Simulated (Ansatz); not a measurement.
Defect migration in wurtzite ZnO: interstitial Mg, charge state +2. Method: PBE, PAW (plane waves to 420 eV; Ansatz, a quantum-chemistry and plane-wave program).

Settings: 72 host sites, the relaxed PBE lattice, one k-point at (0.125, 0.250, 0.250), smearing 0.01 eV, spin-restricted, no image-charge correction. Energies are static. The charge state is imposed; whether it is stable for some Fermi level was not computed. Sites that were not tried may lie lower.

Barriers: single points on a 2×2×2 k-point mesh shifted by half a step along c at the bands' geometries.

A. a concerted move, in which Mg travels most; the atom moves 1.94 Å along (-0.36, 0.28, 0.12) of the unit cell; the moving atom starts with neighbours 3 O at 2.03, 2 O at 2.33, O at 2.35; 3 Zn at 2.46 Å and ends with O at 1.89, 2 O at 1.97, O at 2.06 Å; saddle order first order.
B. a concerted move, in which Mg travels most; the atom moves 2.64 Å along (0.00, 0.00, 0.50) of the unit cell; the moving atom starts with neighbours 3 O at 2.03, 2 O at 2.33, O at 2.35; 3 Zn at 2.46 Å and ends with 3 O at 2.03, 2 O at 2.33, O at 2.35; 3 Zn at 2.46 Å; saddle order first order.

Task: Rank these by forward barrier (lowest first), as PBE, PAW gives it.

Result: A (0.64 eV), B (1.16 eV)
